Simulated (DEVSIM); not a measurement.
Structure: abrupt Si n-p junction, at 300 K.

Layer 1 from the left is Si, thickness (μm) 0.440, Nd (cm⁻³) 1.6e17, τn (s) 1.3e-6, τp (s) 1.3e-6. Layer 2 from the left is Si, thickness (μm) 87.0, Na (cm⁻³) 2.8e14, τn (s) 1.3e-6, τp (s) 1.3e-6.

Left contact: ohmic. Right contact: ohmic. Voltage is applied to the left contact. Recombination: SRH at mid-gap, radiative. Mobility is μmin + (μ − μmin)/(1 + (N/Nref)^α).

Constants are typed, rounded textbook-type inputs, not results; the design itself was drawn at random and stands for no fabricated device. Values at 300 K.

Si: gap (eV) 1.124, affinity (eV) 4.05, permittivity 11.7, Nc (cm⁻³) 2.86e19, Nv (cm⁻³) 3.1e19, μn (cm²/Vs) 1417, μp (cm²/Vs) 470, μn,min 52, μp,min 45, Nref,n 9.7e16, Nref,p 2.2e17, αn 0.68, αp 0.72, B (cm³/s) 4.7e-15.

Problem. Estimate by hand the built-in potential, the peak field at zero bias, the capacitance at 1.5 V, and compare with a numerical solution.

Solution. 
- Built-in potential: ni = √(Nc Nv) exp(−Eg/2kT) = 1.08e10 cm⁻³ with Eg = 1.124 eV; Vbi = kT/q ln(Na Nd/ni²) = 0.690 V; numerical 0.690 V.
- Peak field at zero bias: depletion approximation: W = √(2εVbi/(qN)) = 1.79 μm with N = 2.80e14 cm⁻³; field = 2Vbi/W = 7720 V/cm; numerical 22500 V/cm (estimate below by 66 %).
- Capacitance at 1.5 V: C = √(qεN / 2(Vbi + |V|)) = 3.25 nF/cm²; numerical 3.33 nF/cm² (estimate below by 2.2 %).

Simulated with DEVSIM: 1D drift-diffusion, Boltzmann statistics, complete ionisation; no tunnelling, impact ionisation, image-force lowering or self-heating.
